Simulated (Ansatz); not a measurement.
# Element substitutions in GaP

Base system: GaP in the zinc blende structure (space group F-43m, No. 216; a = 5.451 Å).

Each row replaces one element on all its sites; cell and atoms are relaxed.

Calculations: Ansatz (an electronic-structure program), r2SCAN, PAW, cutoff 500 eV, no spin-orbit coupling.

```csv
case,band gap,density,shortest interatomic distance
base,1.85 eV,4.13 g/cm³,2.361 Å
P → N,2.17 eV,6.11 g/cm³,1.948 Å
P → W,zero,9.19 g/cm³,2.460 Å
P → Al,zero,3.20 g/cm³,2.537 Å
```

Whether these cells are dynamically stable was not tested. As relaxed here, GaW and AlGa are hypothetical phases, not in the database extracts checked. All final runs are without spin polarisation. An odd electron count without spin: GaW. GaW has a high density of states at the Fermi level and may be magnetic at this level. This is not the structure that GaN has at room temperature and ambient pressure.
